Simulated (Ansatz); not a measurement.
# Harmonic thermodynamics of CdSe in the zinc blende structure

Per mole of formula units at the relaxed static volume; finite displacements on a 6×6×6 mesh, Ansatz (a first-principles code), r2SCAN functional, plane-wave PAW, k mesh 6×6×6; sums on an interpolated 12×12×12 mesh. The cell was generated from a structure type, relaxed within its symmetry, and need not be the phase found at ambient conditions. Dynamical quadrupoles are not included in the interpolation of the phonons between the solved wave vectors. Zero-point energy 4.37 kJ/mol.

```json
[
 {"T (K)": "100", "F_vib (kJ/mol)": "2.66", "S (J/mol/K)": "37.8", "C_V (J/mol/K)": "37.7"},
 {"T (K)": "150", "F_vib (kJ/mol)": "0.34", "S (J/mol/K)": "54.4", "C_V (J/mol/K)": "43.6"},
 {"T (K)": "200", "F_vib (kJ/mol)": "-2.72", "S (J/mol/K)": "67.4", "C_V (J/mol/K)": "46.2"},
 {"T (K)": "250", "F_vib (kJ/mol)": "-6.36", "S (J/mol/K)": "77.8", "C_V (J/mol/K)": "47.4"},
 {"T (K)": "300", "F_vib (kJ/mol)": "___", "S (J/mol/K)": "___", "C_V (J/mol/K)": "___"},
 {"T (K)": "400", "F_vib (kJ/mol)": "-19.85", "S (J/mol/K)": "100.5", "C_V (J/mol/K)": "48.9"},
 {"T (K)": "600", "F_vib (kJ/mol)": "-42.08", "S (J/mol/K)": "120.4", "C_V (J/mol/K)": "49.4"},
 {"T (K)": "800", "F_vib (kJ/mol)": "-67.66", "S (J/mol/K)": "134.7", "C_V (J/mol/K)": "49.6"},
 {"T (K)": "1000", "F_vib (kJ/mol)": "-95.75", "S (J/mol/K)": "145.8", "C_V (J/mol/K)": "49.7"}
]
```

### Question
Some entries are withheld; supply them.

### Answer

- 300, F_vib (kJ/mol): -10.47
- 300, S (J/mol/K): 86.5
- 300, C_V (J/mol/K): 48.2

Whether this phase is the stable one at each condition was not tested.

The PAW data sets were generated under PBE and serve the other functionals too.
